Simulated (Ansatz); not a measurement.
## GaP: pressure series

Consider GaP in the zinc blende structure (space group F-43m, No. 216).

```
GaP
1.0
    0.00000     2.75299     2.75299
    2.75299     0.00000     2.75299
    2.75299     2.75299     0.00000
Ga P
1 1
Direct
  0.00000   0.00000   0.00000
  0.25000   0.25000   0.25000
```

Cell and atoms are relaxed at each pressure.

Computed with PBE (Ansatz, a quantum-chemistry and plane-wave program), no spin-orbit coupling.

Candidates:
(a) pressure 22.5 GPa
(b) pressure 2.1 GPa
(c) pressure 4.5 GPa
(d) pressure 9 GPa
(e) pressure −1 GPa

Base values:

The width of the top valence band is 3.28 eV.

Problem. Order them by width of the top valence band, lowest first.

Solution. (e) pressure −1 GPa (3.21 eV), (b) pressure 2.1 GPa (3.40 eV), (c) pressure 4.5 GPa (3.53 eV), (d) pressure 9 GPa (3.74 eV), (a) pressure 22.5 GPa (4.29 eV)

Load acts through the strain it causes; cell and atoms are relaxed under it. Stability against distortions was not tested. Tetrahedral semiconductors of this kind turn to denser phases somewhere between about 1 and 50 GPa; those were not computed, so compressed cells here can lie past the real transition. The real GaP has an indirect gap at ambient pressure; PBE orders its close-lying valleys differently.
